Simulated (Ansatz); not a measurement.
## LA phonon frequency at L of rock-salt ZrN at several levels of theory

No measured value is used here.

| level (code) | value (cm⁻¹) | cell (Å³/atom) |
|---|---|---|
| LDA (Ansatz) | 225 | 11.58 |
| PBE (Ansatz) | 206 | 12.13 |
| PBEsol (Ansatz) | 218 | 11.79 |
| PBE-D3(BJ) (Ansatz) | 218 | 11.84 |

PBE-D3(BJ): the dispersion coefficients are held fixed in the derivatives. Each level is taken at its own relaxed cell. Cutoffs differ between the levels. Ansatz's density-functional and Hartree–Fock values are scalar-relativistic unless marked +SOC, with PAW data made under PBE.

Ansatz is an electronic-structure program.
